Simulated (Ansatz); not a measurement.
Response to strain in Nb3Sn

The reference is Nb₃Sn in the A15 (Cr3Si type) structure (space group Pm-3n, No. 223; a = 5.259 Å). Axes: x, y, z lie along the cube axes.

Strains are applied to the cell and any free atomic positions relax; under biaxial strain the out-of-plane vector relaxes too.

Computed with PBEsol (Ansatz, a first-principles code, PAW, no SOC).

Notes on the quantities. energy relative to the base: free energy F.

```json
[
 {"case": "base", "volume per atom": "18.18 Å³", "energy relative to the base": "0 meV/atom", "space group": "Pm-3n (No. 223)"},
 {"case": "biaxial strain −0.56 %, plane normal [001], relaxed out of plane", "volume per atom": "18.12 Å³", "energy relative to the base": "+0.3 meV/atom", "space group": "P4_2/mmc (No. 131)"},
 {"case": "biaxial strain +0.74 %, plane normal [001], relaxed out of plane", "volume per atom": "18.28 Å³", "energy relative to the base": "+0.9 meV/atom", "space group": "P4_2/mmc (No. 131)"},
 {"case": "biaxial strain +1.81 %, plane normal [001], relaxed out of plane", "volume per atom": "18.53 Å³", "energy relative to the base": "+8.1 meV/atom", "space group": "P4_2/mmc (No. 131)"},
 {"case": "biaxial strain −0.64 %, plane normal [110], relaxed out of plane", "volume per atom": "18.13 Å³", "energy relative to the base": "+0.2 meV/atom", "space group": "Cccm (No. 66)"},
 {"case": "biaxial strain +2.55 %, plane normal [111], relaxed out of plane", "volume per atom": "[?]", "energy relative to the base": "[?]", "space group": "R-3c (No. 167)"},
 {"case": "isotropic strain +2.60 %", "volume per atom": "19.63 Å³", "energy relative to the base": "[?]", "space group": "Pm-3n (No. 223)"},
 {"case": "isotropic strain +4.59 %", "volume per atom": "20.80 Å³", "energy relative to the base": "+164 meV/atom", "space group": "Pm-3n (No. 223)"},
 {"case": "uniaxial strain ε_yy = −0.80 %", "volume per atom": "18.03 Å³", "energy relative to the base": "+0.7 meV/atom", "space group": "P4_2/mmc (No. 131)"}
]
```

### Question
Some entries are withheld; estimate them.

### Answer

- biaxial strain +2.55 %, plane normal [111], relaxed out of plane, volume per atom: 18.47 Å³
- biaxial strain +2.55 %, plane normal [111], relaxed out of plane, energy relative to the base: +8.3 meV/atom
- isotropic strain +2.60 %, energy relative to the base: +56 meV/atom

Without a gap, meshes like the base's 9×9×9 leave anisotropic stresses uncertain by several tenths of a GPa, and small strain energies with them. Stability against distortions was not tested. The final runs are not spin-polarised.
